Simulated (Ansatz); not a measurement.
Take Li in the bcc (W type) structure (space group Im-3m, No. 229; a = 3.435 Å) as the base.

Computed with plane-wave PAW DFT at the PBE level (Ansatz, a quantum-chemistry and plane-wave program, 420 eV), no SOC, earlier PAW set.

Before the change:

| Property | Value |
|---|---|
| Lattice parameter a | 3.435 Å |

Modification: Na takes the place of Li on all its sites, then cell and atoms are relaxed.

Question: Predict the new lattice parameter a.

Answer: The lattice parameter a goes up by 0.760 Å (3.435 Å → 4.195 Å).

No phonon test of stability was made.
